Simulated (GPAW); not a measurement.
Pressure against volume in zinc-blende GaP (space group 216) (GPAW, LDA)

```
CELL_PARAMETERS angstrom
      0.00000     2.61902     2.61902
      2.61902     0.00000     2.61902
      2.61902     2.61902     0.00000
ATOMIC_POSITIONS crystal
  Ga 0.00000 0.00000 0.00000
  P  0.75000 0.75000 0.75000
```

Computed with LDA (Perdew-Wang 92), GPAW PAW datasets LDA (gpaw-data 1.0.1) (plane waves; GPAW). Settings: mode = pw; ecut = 585 eV; xc = LDA; kpts = 11 11 11; mesh shift (steps) = 0 0 0; occupations.name = fermi-dirac; occupations.width = 0.01 eV; nbands = -8; convergence.bands = -6; symmetry.symmorphic = false; symmetry.tolerance = 0.0005; maxiter = 150. The cell above is the first row's. The rows scale it uniformly. In all rows fractional positions and the k mesh are held.

| V (Å^3/atom) | P (GPa) |
|---|---|
| 17.964 | ? |
| 18.355 | 10.11 |
| 18.746 | 7.37 |
| 19.136 | 4.91 |
| 19.527 | 2.70 |
| 19.917 | 0.72 |
| 20.308 | -1.05 |
| 20.698 | -2.64 |
| 21.089 | -4.07 |

Taking a cubic for P over the 8 complete rows: With u = V - 19.7, the rows have u = -1.3450, -0.9540, -0.5640, -0.1730, 0.2170, 0.6080, 0.9980, 1.3890. Least squares gives P = 1.795 - 5.0971·u + 0.7196·u² - 0.0648·u³. Residuals (row less fit): 0.000, 0.001, 0.000, 0.001, -0.002, 0.003, 0.000, 0.000; standard error 0.002 (degrees of freedom: 4). The fitted pressure is zero at V0 = 20.07, where dP/dV = -4.590, so B0 = -V0·dP/dV = 92.1 GPa.

Problem. Predict the withheld P at V = 17.964 from the fit, and compare with the calculation.

Solution. u = -1.7360, so P = 1.795 - 5.0971 × (-1.7360) + 0.7196 × (-1.7360)² - 0.0648 × (-1.7360)³ = 13.151 GPa. The calculation gives 13.16 GPa, 0.009 GPa above the prediction (0.1 % of the range of P in the table). The row lies outside the fitted rows, so this is an extrapolation. From the scatter of the fitted rows alone, a prediction at this place has a standard error of 0.005 GPa, so the miss is 1.8 times that.

Carrying the step between the two nearest rows on in a straight line would have given 12.85, off by 0.31; series whose last step already gives the withheld value aren't shown. The scan was laid around a cell of about the measured size, scaled by a guess for this functional. The runs keep the symmetry of the cell, so they don't test it for distortions. Cutoffs and mesh are single choices, not tested for convergence of this quantity. Series with a scatter that would blur these digits, or in which a gap closes, are not shown.
